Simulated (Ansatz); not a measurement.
Take Ir in the fcc (Cu type) structure (space group Fm-3m, No. 225; a = 3.8118 Å; relaxed with 0.1 eV smearing) as the base.

Computed with LDA (Ansatz, a quantum-chemistry and plane-wave program), without spin-orbit coupling.

Strains are applied to the cell and any free atomic positions relax.

One change was made to it. Results:

```tsv
quantity	base	after
energy relative to the base (free energy F)	0 meV/atom	+89 meV/atom
pressure	0.0 GPa	-24.8 GPa
```

### Question
What was done to the base?
A) isotropic strain +1.50 %
B) isotropic strain +2.50 %
C) isotropic strain +2.00 %
D) isotropic strain −0.50 %

### Answer
B, isotropic strain +2.50 %. For comparison, the energy relative to the base in the other runs: isotropic strain −0.50 % gives +4.0 meV/atom; isotropic strain +2.00 % gives +58 meV/atom; isotropic strain +1.50 % gives +33 meV/atom.

No phonon test of stability was made. The final runs are not spin-polarised.
